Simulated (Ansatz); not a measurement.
Reference: HfAu (P4/nmm), PBEsol, DFPT electron-phonon coupling, linearised Boltzmann equation (plane waves, PAW, scalar-relativistic; Ansatz, a program for electronic structure); geometry: relaxed with this functional, without spin-orbit coupling.

```
AuHf
1.0
    3.46628     0.00000     0.00000
    0.00000     3.46628     0.00000
    0.00000     0.00000     6.27330
Hf Au
2 2
Direct
  0.00000   0.50000   0.85189
  0.50000   0.00000   0.14811
  0.00000   0.50000   0.37271
  0.50000   0.00000   0.62729
```

- resistivity at 300 K: 16.3 μΩ·cm
- mean free path at 300 K: 9.3 nm
- electron-phonon coupling λ: 0.25
- logarithmic mean phonon energy: 11.5 meV

Problem. Swap Hf for Ti, keeping the structure type. How do these values move?

Solution. TiAu (P4/nmm): volume per atom 18.8 to 16.4 Å³; resistivity at 300 K rises (16.3 μΩ·cm to 18.4 μΩ·cm); mean free path at 300 K stays about the same (9.3 nm to 9.1 nm); electron-phonon coupling λ stays about the same (0.25 to 0.23); logarithmic mean phonon energy rises (11.5 meV to 16.1 meV).

Moves up to 9 % count as about the same. Metals; harmonic phonons alone scatter; means over directions. The mean free path is weighted by the current that each state carries. Halving the electron mesh moves these values by up to 6 %; q meshes are mostly untested. Spin-orbit coupling is left out.

Computed structure with no diffraction record at hand here (it may be known, metastable or hypothetical): HfAu (P4/nmm), TiAu (P4/nmm). The missing spin-orbit coupling matters most for HfAu (P4/nmm), TiAu (P4/nmm).
